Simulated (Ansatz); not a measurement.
An Ansatz (a first-principles code) input (PBEsol, PAW, 420 eV (Ansatz; without spin-orbit coupling)):

Ansatz 0.2 input:
```yaml
crystal:
  lattice:
    - [-1.5806318334, 1.5806318334, 1.5806318334]
    - [1.5806318334, -1.5806318334, 1.5806318334]
    - [1.5806318334, 1.5806318334, -1.5806318334]
  atoms:
    - { symbol: Mo, position: [0, 0, 0] }
basis: { ecutwfc: 420, ecutrho_ratio: 4, xc_grid: 2, fft_grid_basis: typed }
kpoints: { mp_grid: { grid: [29, 29, 29] } }
hamiltonian:
  xc: pbesol
  dispersion: none
  pseudopotentials: { kind: paw }
scf: { occupations: { method: fermi_dirac, width: 0.1 }, convergence: { dr2_threshold: 0.0000000001 } }
relax: { f_tol: 0.005, max_steps: 50 }
output: { forces: true, stress: true }
checkpoint: { write: state.ck, write_every: 1000 }
```

Which symmetry and how many k-points will the program report, and about how many plane waves at Γ?

Space group Im-3m (ITA 229) with 48 operations, k-points 680 of 24389, and 321 plane waves at Γ.

And the final pressure?

-7.85 GPa (compression positive).

The cells carry an imposed strain or load. Stability against distortions was not tested. All final runs are without spin polarisation. The cell was made from Mo in the bcc (W type) structure (space group Im-3m, No. 229) by this change: isotropic strain +1.00 %.
